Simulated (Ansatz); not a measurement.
Cl on the O site in metastable anatase TiO2

These are PBE, PAW (plane waves to 420 eV; Ansatz, a quantum-chemistry and plane-wave program) values and carry that method's errors. A 3×3×1 supercell of 108 sites was used; the energies come from a 2×2×2 shifted sampling of its zone. Site at the start: the O site. Finite-size correction: monopole term and site-potential alignment. Dielectric constants: PBE linear response of the host. Host gap at this level: 2.13 eV. Finite-size and sampling errors can reach tenths of an eV here. Levels are measured in PBE's own, too narrow, gap. Spin–orbit coupling is left out, and no Hubbard U is applied to the open shells. Each state is the lowest found from its start.

```csv
charge,moment (μB),largest move off a lattice site (Å),image correction with alignment (eV)
+1,not spin-polarised,0.77,0.12
0*,fractional,0.75,–
−1*,not spin-polarised,0.75,–
```

* At this level the carrier isn't localised at the defect: at charge 0 electrons occupy the conduction band; at charge −1 electrons occupy the conduction band. Such a state is shallow or no state of the defect, and this cell gives it no level.

Flagged in the runs: a host whose relaxation on this sampling wasn't shown to rest.

All states together cost around 5 core-hours (rough).
